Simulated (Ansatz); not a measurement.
System: B20 (FeSi-type) FeGe. Method: PBE in Ansatz (PAW).

Settings: plane-wave cutoff 520 eV, 12×12×12 k mesh, Fermi–Dirac smearing 0.05 eV, spin-polarised with parallel moments, scalar-relativistic PAW data made under PBE.

Energies at three volumes about the minimum:

```csv
V (Å³/atom),E − E_lowest (meV/atom)
12.429,2.62
12.683,0.00
12.937,2.41
```

Fit a parabola by hand: where is the minimum, and what is the bulk modulus?

Slopes: (0.00 − 2.62)/(12.683 − 12.429) = -10.315 and (2.41 − 0.00)/(12.937 − 12.683) = 9.488 meV/Å³. Curvature E″ = 2 × (9.488 − (-10.315))/(12.937 − 12.429) = 77.965 meV/Å⁶. From the middle of the first interval, the slope vanishes at V0 = 12.5560 − (-10.315)/77.965 = 12.688 Å³/atom. B = V0 E″ = 12.688 × 77.965 meV/Å³ × 0.1602 GPa per meV/Å³ = 158 GPa. The full Birch–Murnaghan fit to all volumes gives V0 = 12.682 Å³/atom and B0 = 158 GPa.

Shape and atoms are relaxed at each volume.

Measured, for comparison: bulk modulus 147 ± 3 GPa (82 K, zero-point motion not removed; as tabulated in Wilhelm et al. (2007), arXiv:cond-mat/0703031); equilibrium volume per atom 12.97 Å³/atom (295 K, not corrected to a static lattice; as tabulated in Wilhelm et al. (2007), arXiv:cond-mat/0703031). Computed (rounded) less measured: bulk modulus +7 %, equilibrium volume per atom -2.2 %.

Note: the collinear magnetic order is the start's and need not be the measured one; the bulk modulus comes from volumes at which shape and atoms were relaxed.

Ansatz is an electronic-structure program.
